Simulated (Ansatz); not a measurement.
Amorphous cells of Ge, O, Si: the gap between the highest filled and lowest empty level at the zone centre, by PBE and by a single point of r2SCAN on the same geometry (PBE, scalar-relativistic without spin-orbit coupling (plane waves to 420 eV, PAW; Ansatz, a quantum-chemistry and plane-wave program); r2SCAN at 500 eV). The networks come from melt-quench runs on the CHGNet potential at compositions and starting densities chosen by hand, with anions pushed apart in the CHGNet dynamics, and DFT then relaxed them. The cells are small and were quenched far faster than real films, so single cells scatter. Defect or tail levels can set these gaps. The rows are the first to finish with both values and no moments.

| cell | PBE gap x (eV) | r2SCAN gap y (eV) |
|---|---|---|
| A (Si16Ge8O48, 2.78 g/cm3) | 3.11 | 3.74 |
| B (Si12Ge12O48, 2.83 g/cm3) | 3.49 | 4.11 |
| C (Si21Ge3O47, 2.49 g/cm3) | 3.83 | 4.35 |
| D (Si21Ge3O48, 2.40 g/cm3) | 4.41 | 5.10 |
| E (Si24O50Ge, 2.21 g/cm3) | 4.64 | withheld |
| F (Si24O50Ge, 2.32 g/cm3) | 4.84 | 5.58 |

Task: Fit a straight line through the 5 full rows and predict the withheld value for E (Si24O50Ge, 2.21 g/cm3).

Result: Means: x = 3.936, y = 4.576. Slope = Σ(Δx Δy) / Σ(Δx²) = 2.078 / 1.934 = 1.07; the r.m.s. residual is 0.058. Prediction: 4.576 + 1.07 × (4.64 − 3.936) = 5.33. The run gave 5.30, 0.03 below the line.
